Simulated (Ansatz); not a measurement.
Consider the following.

```
CELL_PARAMETERS angstrom
      0.00000     1.82175     1.79409
      1.82175     0.00000     1.79409
      1.82175     1.82175     0.00000
ATOMIC_POSITIONS crystal
  B  0.00000 0.00000 0.00000
  N  0.25000 0.25000 0.25000
```

The numbers are results of r2SCAN, rigid bands (plane waves, PAW, scalar-relativistic; Ansatz, a first-principles code), not measurements. Condition of this run: biaxial stress in (001) of -9 GPa (compression positive) (the target of the relaxation). Geometry: cell and atoms relaxed with PBEsol, then loaded as said.

Q: What conductivity effective mass do dilute electrons have at 300 K?

A: 0.30 (x), 0.30 (y), 0.87 (z) mₑ.

Q: Predict the hole conductivity mass (n e² τ/σ) at 300 K, by direction if it differs.

A: 0.67 (x), 0.67 (y), 0.77 (z) mₑ.

Q: And the band gap?

A: 4.71 eV at this level; semilocal functionals usually fall short of the measured gap.

Rigid bands, one relaxation time for all states, no polarons. Spin-orbit coupling is left out. Geometry: cell and atoms relaxed with PBEsol.
